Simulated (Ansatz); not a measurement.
Faces of bcc Na in 1x1 cells, as slabs relaxed from ideal cuts; for each face the lowest of the symmetric, stoichiometric cuts and spin starts that were computed. The slabs keep the symmetry of their cuts; real faces may buckle, or reconstruct in larger cells. No spin-orbit coupling, no Hubbard U.

All values below come from PBE (plane waves to 420 eV, PAW; Ansatz, an electronic-structure program).

```csv
face,cell area (Å²),outermost plane spacing of the ideal cut (Å),γ unrelaxed (J/m²),γ relaxed (J/m²),"work function, top face (eV)"
(100),17.64,2.10,0.23,0.23,2.67
(110),12.47,2.97,0.21,0.21,2.84
(111),30.55,1.21,0.26,0.25,2.62
(210),39.44,0.94,0.23,0.22,2.75
(211),21.60,1.71,0.24,0.23,2.74
(221),52.92,0.70,0.25,…,2.68
(310),27.89,1.33,0.24,0.23,…
(320),63.60,0.58,0.23,0.22,2.77
(332),41.37,0.90,0.26,0.25,2.67
```

Problem. Some entries are withheld; supply them.

Solution. 
- (221), γ relaxed (J/m²): 0.24
- (310), work function, top face (eV): 2.72
